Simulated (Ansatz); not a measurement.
Cubic perovskite BaHfO₃, treated with PBE+SOC (Ansatz, an electronic-structure program, plane waves, PAW).

Run with plane-wave cutoff 520 eV, 8×8×8 k mesh, Fermi–Dirac smearing 0.01 eV, PAW data made under PBE.

Energies at three volumes about the minimum:

```tsv
V (Å³/atom)	E − E_lowest (meV/atom)
14.572	3.00
14.870	0.00
15.167	2.78
```

Problem. Fit a parabola by hand: where is the minimum, what lattice constant follows, and what is the bulk modulus?

Solution. Slopes: (0.00 − 3.00)/(14.870 − 14.572) = -10.067 and (2.78 − 0.00)/(15.167 − 14.870) = 9.360 meV/Å³. Curvature E″ = 2 × (9.360 − (-10.067))/(15.167 − 14.572) = 65.301 meV/Å⁶. From the middle of the first interval, the slope vanishes at V0 = 14.7210 − (-10.067)/65.301 = 14.875 Å³/atom. B = V0 E″ = 14.875 × 65.301 meV/Å³ × 0.1602 GPa per meV/Å³ = 156 GPa. With 5 atoms in the cube, a = (5 × 14.875)^(1/3) = 4.205 Å. The full Birch–Murnaghan fit to all volumes gives V0 = 14.870 Å³/atom and B0 = 156 GPa.

Measured, for comparison: lattice constant a 4.171 Å (room temperature, no zero-point or thermal correction, our sources range from 4.171 to 4.180; as tabulated in Zhao et al. (2008), arXiv:0809.3506).
